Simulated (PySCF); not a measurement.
PySCF 2.14.0, HF/def2-tzvp, df: Ta(O)(Cl)2(OH) ([O]=[Ta]([OH])([Cl])[Cl]), 6 atoms. The geometry is a generated start, not checked to be a minimum at this level.

```json
{
 "task": "energy",
 "method": "hf",
 "basis": "def2-tzvp",
 "two_electron_scheme": "density fitting",
 "mol.max_memory": "3000 MB",
 "mf.max_cycle": "100",
 "mf.init_guess": "minao (default)",
 "mf.DIIS": "CDIIS (default)",
 "mf.diis_space": "8 (default)",
 "mf.conv_tol": "1e-09 (default)",
 "effective_core_potentials": "those of the basis set, past Kr",
 "basis_functions": "182"
}
```

```xyz
6

Ta     0.2606    -0.1813    -0.0807
O      1.5508     0.2590    -1.0998
Cl     1.2369    -0.9405     1.7658
Cl    -0.5189    -2.0847    -0.9284
O     -1.0276     1.0580     0.2010
H     -1.5018     1.8895     0.1421
```

Charge 0 and multiplicity 1 are set for this test and not shown to be the ground state.

One run each on 2 threads, 1 BLAS thread. Values of level_shift (Hartree) tried: 0 (default), 0.1, 0.3, 1.

**Question.** Which value of level_shift (Hartree) needs the fewest Fock builds, and what happens away from it?

**Answer.** Fewest Fock builds, within one of each other: 0 (default) with 15, 0.1 with 15, 0.3 with 16. The count rises to 24 at 1. All converge to one solution.

```json
[
 {"level_shift (Hartree)": "0 (default)", "Fock builds": "15", "end": "same solution"},
 {"level_shift (Hartree)": "0.1", "Fock builds": "15", "end": "same solution"},
 {"level_shift (Hartree)": "0.3", "Fock builds": "16", "end": "same solution"},
 {"level_shift (Hartree)": "1", "Fock builds": "24", "end": "same solution"}
]
```
